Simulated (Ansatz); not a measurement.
Data:

```yaml
crystal:
  lattice:
    - [0.00000, 2.72353, 2.72353]
    - [2.72353, 0.00000, 2.72353]
    - [2.72353, 2.72353, 0.00000]
  atoms:
    - { symbol: Zn, position: [0.00000, 0.00000, 0.00000] }
    - { symbol: Se, position: [0.75000, 0.75000, 0.75000] }
```

All values below come from r2SCAN with spin-orbit coupling, rigid bands (plane waves, PAW; Ansatz, an electronic-structure program). Condition of this run: hydrostatic pressure 10 GPa (the target of the relaxation). Geometry: cell and atoms relaxed with r2SCAN, then loaded as said.

Task: Predict the hole conductivity mass (n e² τ/σ) at 300 K, by direction if it differs.

Result: 0.58 mₑ.

Task: Predict the electron conductivity mass (n e² τ/σ) at 300 K, by direction if it differs.

Result: 0.150 mₑ.

Task: And the band gap?

Result: 2.27 eV at this level; semilocal functionals usually fall short of the measured gap.

Rigid bands, one relaxation time for all states, no polarons.
